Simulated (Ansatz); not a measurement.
Hf2N2O (P2₁/m, No. 11, 10 atoms in the cell; start mp-776205)

Computed with PBEsol+SOC (Ansatz, a first-principles code, plane waves, PAW).

Settings: plane-wave cutoff 520 eV, 8×8×4 k mesh (along the axes of the cell as run), Fermi–Dirac smearing 0.01 eV, PAW data made under PBE.

Cell (relaxed with PBEsol):

```
CELL_PARAMETERS angstrom
      4.25857     0.00000    -0.01625
      0.00000     3.40240     0.00000
     -1.55618     0.00000     8.43503
ATOMIC_POSITIONS crystal
  Hf 0.20986 0.75000 0.89405
  Hf 0.79014 0.25000 0.10595
  Hf 0.37904 0.75000 0.32802
  Hf 0.62096 0.25000 0.67198
  N  0.16657 0.25000 0.75034
  N  0.83343 0.75000 0.24966
  N  0.28565 0.25000 0.09760
  N  0.71435 0.75000 0.90240
  O  0.68829 0.75000 0.56099
  O  0.31171 0.25000 0.43901
```

band gap: 1.07 eV (on the SCF k mesh)
Γ–Γ gap: 2.10 eV

Note: cell and atoms aren't relaxed at this level (pressure -0.4 GPa).

Static lattice: no zero-point or thermal effects.

A start named mp-… is a Materials Project structure, which need not be a measured phase.
